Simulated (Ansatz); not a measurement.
Al2Cu, element substitutions

The reference is Al2Cu (space group I4/mcm, No. 140; a = 6.006 Å, c = 4.790 Å).

Each row replaces one element on all its sites; cell and atoms are relaxed.

Computed with DFT with r2SCAN, PAW potentials and a 500 eV plane-wave cutoff in Ansatz (a quantum-chemistry and plane-wave program), without spin-orbit coupling.

```csv
variant,shortest interatomic distance,c/a ratio
base,2.395 Å,0.798
Cu → Zn,2.498 Å,?
Al → Sb,2.832 Å,?
Cu → P,?,?
```

**Question.** Some entries are withheld; estimate them.

**Answer.** 
- Cu → Zn, c/a ratio: 0.808
- Al → Sb, c/a ratio: 0.838
- Cu → P, shortest interatomic distance: 2.534 Å
- Cu → P, c/a ratio: 0.833

No phonon test of stability was made. As relaxed here, Al2Zn, CuSb2 and Al2P are hypothetical phases, not in the database extracts checked. The final runs are not spin-polarised.
